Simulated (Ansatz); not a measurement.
We consider MoS₂ (P6₃/mmc, No. 194, 6 atoms in the cell; start mp-1018809), described by PBE-D4 in Ansatz (PAW).

Run with plane-wave cutoff 500 eV, 18×18×4 k mesh (along the axes of the cell as run), gaussian smearing 0.02 eV, no spin polarisation, scalar-relativistic PAW data made under PBE.

Cell (relaxed at this level):

MoS2 is taken in the hexagonal space group P6₃/mmc (No. 194), Pearson symbol hP6. Cell: a = b = 3.159 Å, c = 12.212 Å, α = β = 90.00°, γ = 120.00°. Mo on 2b has 6 S at 2.401 Å (trigonal prismatic). S on 4f is surrounded by 3 Mo at 2.401 Å (trigonal pyramidal). (Neighbours: up to the widest gap in distance over summed covalent radii, below 1.35, at either atom; cation-cation and far metal-metal contacts left out.)

Q: Predict the band gap.

A: 
- band gap: 0.88 eV (on the SCF k mesh)

Note: the relaxation could not lower the start's symmetry, so the cell can be a saddle point above a distorted one.

Spin–orbit coupling is not included.

Computed values are for the static lattice.

Cost on a shared machine: about 100 core-seconds (a rough figure).

A start named mp-… is a Materials Project structure, which need not be a measured phase.

Ansatz is an electronic-structure program.
